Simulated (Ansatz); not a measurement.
The reference is ZrO₂ in the fluorite structure (space group Fm-3m, No. 225).

```
ZrO2
1.0
    0.00000     2.54466     2.54466
    2.54466     0.00000     2.54466
    2.54466     2.54466     0.00000
Zr O
1 2
Cartesian
  0.00000   0.00000   0.00000
  1.27233   1.27233   1.27233
  3.81699   3.81699   3.81699
```

Calculations: r2SCAN, PAW, 500 eV (Ansatz, a program for electronic structure; no spin-orbit coupling).

For the base:

| Quantity | Value |
|---|---|
| Valley order | Γ 3.89 eV; X along ⟨100⟩ 4.29 eV; a point along ⟨110⟩, about 0.8 Å⁻¹ from Γ 4.29 eV; L along ⟨111⟩ 4.50 eV |
| Shortest interatomic distance | 4.164 bohr |
| Density | 6.21 g/cm³ |

Modification: cell and atoms relaxed at a pressure of 1.5 GPa.

Estimate the effect on the valley order, shortest interatomic distance and density.

The valley order (the lowest conduction-band minima on the path, energy above the VBM, named in the base's zone) goes from Γ 3.89 eV; X along ⟨100⟩ 4.29 eV; a point along ⟨110⟩, about 0.8 Å⁻¹ from Γ 4.29 eV; L along ⟨111⟩ 4.50 eV to Γ 3.90 eV; X along ⟨100⟩ 4.31 eV; a point along ⟨110⟩, about 0.8 Å⁻¹ from Γ 4.31 eV; L along ⟨111⟩ 4.52 eV; the shortest interatomic distance falls by 0.008 bohr (4.164 bohr → 4.156 bohr); the density rises by 0.036 g/cm³, from 6.21 g/cm³ to 6.24 g/cm³.

The levels and masses belong to the bands next to the band gap. Load acts through the strain it causes; cell and atoms are relaxed under it. Stability against distortions was not tested. This is not the structure that ZrO2 has at room temperature and ambient pressure.
